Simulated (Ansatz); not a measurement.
# A constructed model of the (111) surface of fcc Ir, (√3x√3)R30° layer of Pb, one a cell, on the site that continues the host's stacking (bottom of the slab: a bare face, its two planes held)

Calculation: PBE (plane waves to 420 eV, PAW; Ansatz, a program for electronic structure).

Slab: 19 atoms, 13.7 Å thick at the start with caps and adatoms (thin: gaps and levels are the slab's own); k 9x9x1, smearing 0.1 eV, dipole-corrected; 6 atoms held, the rest relaxed; symmetry of the start imposed; no spin, no spin-orbit, no U. It is one candidate, not shown to be the stable structure of the face.

The work function of the top face is 3.91 eV, the energy released by relaxation is 0.19 eV and the cost comes out as very roughly 8 core-minutes.
